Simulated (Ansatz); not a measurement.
# What biaxial strain −0.42 %, plane normal [111], relaxed out of plane does to BP

Consider BP in the zinc blende structure (space group F-43m, No. 216; a = 4.5366 Å). Axes: x, y, z lie along the cube axes.

Modification: biaxial strain −0.42 %, plane normal [111], relaxed out of plane (Cartesian); in-plane vectors clamped, the third vector and the atoms free.

Method: r2SCAN (Ansatz, a program for electronic structure), no SOC. k-mesh 12×12×12 (Γ-centred); smearing 0.05 eV (Fermi–Dirac).

The volume per atom decreases by 0.09 Å³, from 11.67 Å³ to 11.58 Å³ and the space group goes from F-43m (No. 216) to R3m (No. 160). The shortest interatomic distance shrinks by 0.006 Å to 1.958 Å and the energy increases by 0.6 meV/atom. The pressure (mean of the normal stresses, compression positive) goes from zero to 1.32 GPa and the band gap shrinks by 0.03 eV (1.41 eV → 1.38 eV). The gap character comes out as indirect, Γ → F–Γ (17 % along) and the valence-band top at Γ (three highest levels, from the VBM) changes from 0.00, 0.00, 0.00 eV to 0.00, 0.00, -0.04 eV. The out-of-plane strain comes out as +0.07 % and the mean in-plane stress (compression positive) amounts to +2.0 GPa.

No phonon test of stability was made. k-point labels follow each cell's own Brillouin zone.
